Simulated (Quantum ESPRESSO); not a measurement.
Worked example: self-consistent single point of LaC₂ (I4/mmm, 3 atoms in the cell) in Quantum ESPRESSO.

Computed with LDA (PZ), GBRV 1.5 ultrasoft (LDA) pseudopotentials (plane waves; Quantum ESPRESSO).

```
CELL_PARAMETERS angstrom
     -1.97717     1.97717     3.28824
      1.97717    -1.97717     3.28824
      1.97717     1.97717    -3.28824
ATOMIC_POSITIONS crystal
  La 0.00000 0.00000 0.00000
  C  0.40186 0.40186 0.00000
  C  0.59814 0.59814 0.00000
```

Reference input (self-consistent single point, DFT, PBEsol, plane waves, GBRV 1.5 ultrasoft (PBESOL) pseudopotentials): ecutwfc = 40 Ry; ecutrho = 200 Ry; occupations = smearing; smearing = fd; degauss = 0.0073499 Ry; potentials = {La: la_pbesol_v1.uspp.F.UPF, C: c_pbesol_v1.2.uspp.F.UPF}; K_POINTS = automatic 14 14 14 0 0 0; conv_thr = 1e-11 Ry; mixing_beta = 0.7. This run's input differs from it in these lines:

```diff
@@ -23,4 +23,4 @@
 ATOMIC_SPECIES
-La   138.9055  la_pbesol_v1.uspp.F.UPF
-C     12.0110  c_pbesol_v1.2.uspp.F.UPF
+La   138.9055  la_lda_v1.uspp.F.UPF
+C     12.0110  c_lda_v1.2.uspp.F.UPF
 CELL_PARAMETERS bohr
```

Log, with long lists cut:

```
     Self-consistent Calculation

     iteration #  1     ecut=    40.00 Ry     beta= 0.70

     negative rho (up, down):  7.916E-02 0.000E+00

     total energy              =    -125.02925486 Ry
     estimated scf accuracy    <       0.60914049 Ry

     iteration #  2     ecut=    40.00 Ry     beta= 0.70

     negative rho (up, down):  5.531E-02 0.000E+00

     total energy              =    -125.13484202 Ry
     estimated scf accuracy    <       0.65239354 Ry

     iteration #  3     ecut=    40.00 Ry     beta= 0.70

     negative rho (up, down):  5.956E-02 0.000E+00

     total energy              =    -125.28110073 Ry
     estimated scf accuracy    <       0.00512752 Ry

   [... 10 blocks of this kind left out ...]

     iteration # 14     ecut=    40.00 Ry     beta= 0.70

     negative rho (up, down):  6.406E-02 0.000E+00

     total energy              =    -125.28827440 Ry
     estimated scf accuracy    <          1.1E-11 Ry

     iteration # 15     ecut=    40.00 Ry     beta= 0.70

     negative rho (up, down):  6.406E-02 0.000E+00
     End of self-consistent calculation

     Number of k-points >= 100: set verbosity='high' to print the bands.

     the Fermi energy is    10.2009 ev

!    total energy              =    -125.28827440 Ry
     estimated scf accuracy    <          9.2E-13 Ry
     smearing contrib. (-TS)   =      -0.00247315 Ry
     internal energy E=F+TS    =    -125.28580124 Ry

     convergence has been achieved in  15 iterations

     negative rho (up, down):  6.406E-02 0.000E+00

     Forces acting on atoms (cartesian axes, Ry/au):

     atom    1 type  1   force =    -0.00000000   -0.00000000    0.00000000
     atom    2 type  2   force =     0.00000000    0.00000000    0.00474785
     atom    3 type  2   force =     0.00000000    0.00000000   -0.00474785

     Total force =     0.006714     Total SCF correction =     0.000001

     negative rho (up, down):  6.406E-02 0.000E+00
          total   stress  (Ry/bohr**3)                   (kbar)     P=      -56.95
  -0.00037769  -0.00000000  -0.00000000          -55.56       -0.00       -0.00
  -0.00000000  -0.00037769  -0.00000000           -0.00      -55.56       -0.00
  -0.00000000  -0.00000000  -0.00040596           -0.00       -0.00      -59.72

   JOB DONE.
```

The run converged in 15 iterations. Against the reference run the pressure goes from -2.92 to -5.69 GPa and the largest force goes from 0.468 to 0.122 eV/Å.

The starting cell comes from a database of computed structures (which also holds hypothetical and non-ambient phases and stackings), without a prior relaxation at this level. Its lattice was rescaled by a random factor within 2.5 % of one. With a pressure of about -6 GPa the cell is away from its equilibrium volume at this level.

Cost on one core of a shared machine: roughly 3 min.
